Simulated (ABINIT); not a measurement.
Input and output of a self-consistent single point for Li3Ag (I4mm, 4 atoms in the cell) (ABINIT).

Computed with PBEsol, norm-conserving pseudopotentials (PseudoDojo nc-sr-04 PBEsol standard) (plane waves; ABINIT 10.0.3).

The change in words: lattice scaled by 0.98; tsmear: 0.00367493 Ha → 0.00183747 Ha; ngkpt: 5 5 5 → 7 7 7. Reference geometry:
```xyz
4
Lattice="-2.1028 2.1028 3.6576 2.1028 -2.1028 3.6576 2.1028 2.1028 -3.6576" Properties=species:S:1:pos:R:3 pbc="T T T"
Li     2.1028     0.0000     1.8288
Li     0.0000     2.1028     1.8288
Li     0.0000     0.0000     3.7076
Ag     0.0000     0.0000     0.0000
```

Reference input (self-consistent single point, DFT, PBEsol, plane waves, norm-conserving pseudopotentials (PseudoDojo nc-sr-04 PBEsol standard)): pseudos = [Li.upf, Ag.upf]; ecut = 41 Ha; ixc = -116133; occopt = 7; tsmear = 0.00367493 Ha; ngkpt = 5 5 5; nshiftk = 1; shiftk = 0 0 0; potentials = PseudoDojo nc-sr-04 PBEsol standard; nband = 19; kptopt = 1; nstep = 80. This run's input differs from it in these lines:

```diff
@@ -5,5 +5,5 @@
 rprim
-        -2.1027980000    2.1027980000    3.6575790000
-         2.1027980000   -2.1027980000    3.6575790000
-         2.1027980000    2.1027980000   -3.6575790000
+        -2.0607420000    2.0607420000    3.5844270000
+         2.0607420000   -2.0607420000    3.5844270000
+         2.0607420000    2.0607420000   -3.5844270000
 natom 4
@@ -20,6 +20,6 @@
 occopt 7
-tsmear 0.00367493
+tsmear 0.00183747
 nband 19
 kptopt 1
-ngkpt 5 5 5
+ngkpt 7 7 7
 nshiftk 1
```

The program printed (abridged):

```
--- !BeginCycle
solver: {iscf: 7, nstep: 80, nline: 4, wfoptalg: 0, }
tolerances: {tolvrs: 1.00E-11, }
...

     iter   Etot(hartree)      deltaE(h)  residm     vres2
 ETOT  1  -175.96129098143    -1.760E+02 1.268E-01 1.572E+03
 ETOT  2  -176.16268407405    -2.014E-01 9.265E-03 1.962E+03
 ETOT  3  -176.37699135721    -2.143E-01 2.633E-03 3.615E+01
 ETOT  4  -176.37841514295    -1.424E-03 5.353E-04 1.365E+01
 ETOT  5  -176.37946673355    -1.052E-03 1.749E-04 3.663E-01
   [... 2 lines left out ...]
 ETOT  8  -176.37949085701    -9.700E-09 9.076E-05 1.236E-05
 ETOT  9  -176.37949085787    -8.604E-10 4.472E-05 2.666E-07
 ETOT 10  -176.37949085790    -2.802E-11 3.635E-05 1.721E-09
 ETOT 11  -176.37949085789     5.599E-12 1.642E-05 5.591E-12
 At SCF step   11       vres2   =  5.59E-12 < tolvrs=  1.00E-11 =>converged.

 Cartesian components of stress tensor (hartree/bohr^3)
  sigma(1 1)= -6.68272089E-05  sigma(3 2)=  0.00000000E+00
  sigma(2 2)= -6.68272089E-05  sigma(3 1)=  0.00000000E+00
  sigma(3 3)= -5.62921908E-05  sigma(2 1)=  0.00000000E+00

 ----iterations are completed or convergence reached----

 reduced coordinates (array xred) for    4 atoms
       0.250000000000      0.750000000000      0.500000000000
       0.750000000000      0.250000000000      0.500000000000
       0.506835000000      0.506835000000      0.000000000000
       0.000000000000      0.000000000000      0.000000000000
 cartesian forces (eV/Angstrom) at end:
    1     -0.00000000000000    -0.00000000000000     0.06493094711987
   [... lines left out ...]
 Fermi (or HOMO) energy (hartree) =   0.14541   Average Vxc (hartree)=  -0.33964
 Fermi (or HOMO) energy (eV) =   3.95675   Average Vxc (eV)=  -9.24205
   [... lines left out ...]
total_energy        : -1.76379490857892E+02
total_energy_eV     : -4.79953003076545E+03
band_energy         : -2.70182772781578E+01
...

-Cartesian components of stress tensor (GPa)         [Pressure=  1.8628E+00 GPa]
- sigma(1 1)= -1.96612403E+00  sigma(3 2)=  0.00000000E+00
- sigma(2 2)= -1.96612403E+00  sigma(3 1)=  0.00000000E+00
- sigma(3 3)= -1.65617315E+00  sigma(2 1)=  0.00000000E+00

 Calculation completed.
```

The run converged in 11 iterations. Against the reference run the free energy goes up by 6.5 meV/atom, the pressure goes from -0.02 to 1.86 GPa and the largest force goes from 0.111 to 0.119 eV/Å.

The starting cell comes from a database of computed structures (which also holds hypothetical and non-ambient phases and stackings), without a prior relaxation at this level. Its lattice was rescaled by up to half a per cent. One atom was moved a little off its site on purpose. For this run, on top of that: lattice scaled by 0.98.

Cost on one core of a shared machine: roughly 2 min.
